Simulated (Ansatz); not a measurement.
Consider Se vacancy in chalcopyrite CuGaSe2, charge state +2. The step: a nearby Se atom hops onto the vacant site (strongly reconstructed ends); the atom moves 3.95 Å along (0.00, 0.49, -0.25) of the unit cell; the moving atom starts with neighbours Cu at 2.35, Cu at 2.44; Ga at 2.46, Ga at 2.49 Å and ends with Cu at 2.34, Cu at 2.42; Ga at 2.46, Ga at 2.47 Å. DFT values are from Ansatz (plane-wave PAW, 420 eV unless said) in a cell of 64 host sites, spin-restricted, static, with no finite-size correction. The charge state is imposed; whether it is stable for some Fermi level was not computed. Forms of the defect that were not tried may lie lower. For the PBE band: the saddle point's order was not checked.

```tsv
Level	Forward barrier (eV)	Cost of the band or of the saddle's single point
PBE, one k-point at (0.250, 0.250, 0.250), band relaxed	1.60	very roughly 4 core-hours
PBE, a 2×2×2 k-point mesh shifted by half a step, same geometries	1.59	very roughly 22 core-minutes
r2SCAN at 500 eV, one k-point at (0.250, 0.250, 0.250), same geometries	…	about 10 core-minutes (a rough figure)
```

Q: Complete the blanks.

A: 
- r2SCAN at 500 eV, one k-point at (0.250, 0.250, 0.250), same geometries, Forward barrier (eV): 1.84

Ansatz is a program for electronic structure.
